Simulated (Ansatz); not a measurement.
**PbTe: element substitutions**

Take PbTe in the rock salt structure (space group Fm-3m, No. 225; a = 6.5694 Å) as the base.

Each row replaces one element on all its sites; cell and atoms are relaxed.

Calculations: PBE, PAW, 420 eV (Ansatz, a quantum-chemistry and plane-wave program; no spin-orbit coupling), earlier PAW set.

Only one of these keeps a band gap. Which?
A. Te → Se
B. Te → Ru
C. Te → Cd

A, Te → Se. Computed: Te → Se: 0.44 eV; Te → Ru: zero; Te → Cd: zero

With Pb and Te present, leaving out spin-orbit coupling can change the band edges. Whether these cells are dynamically stable was not tested. As relaxed here, RuPb and CdPb are hypothetical phases, not in the database extracts checked. All final runs are without spin polarisation.
